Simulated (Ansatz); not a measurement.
Seebeck coefficient (μV/K, mean over directions) of n-type MgO (Fm-3m) against carrier density, r2SCAN, rigid bands in Ansatz (a first-principles code). Computed gap 5.69 eV; densities at which minority carriers matter at this gap, or further valleys turn the trend, are left out. Conductivity mass 0.37 mₑ (harmonic mean over directions), N_c = 5.8e18 cm⁻³ at 300 K.

```json
[
 {"electron density": "1e16 cm⁻³", "300 K": "-761", "500 K": "-827"},
 {"electron density": "1e17 cm⁻³", "300 K": "-562", "500 K": "-629"},
 {"electron density": "1e18 cm⁻³", "300 K": "-365", "500 K": "-431"},
 {"electron density": "3e18 cm⁻³", "300 K": "(withheld)", "500 K": "-338"},
 {"electron density": "1e19 cm⁻³", "300 K": "-178", "500 K": "-239"},
 {"electron density": "3e19 cm⁻³", "300 K": "-105", "500 K": "-155"},
 {"electron density": "1e20 cm⁻³", "300 K": "-52", "500 K": "-83"},
 {"electron density": "3e20 cm⁻³", "300 K": "-26", "500 K": "-43"},
 {"electron density": "1e21 cm⁻³", "300 K": "(withheld)", "500 K": "(withheld)"}
]
```

Task: What belongs in the gaps?

Result: 
- 3e18 cm⁻³, 300 K: -273
- 1e21 cm⁻³, 300 K: -13
- 1e21 cm⁻³, 500 K: -21

Rigid bands with a gap fixed in temperature, one relaxation time for all states, no polarons or phonon drag, and whether or not such doping can be reached. Spin-orbit coupling is left out.
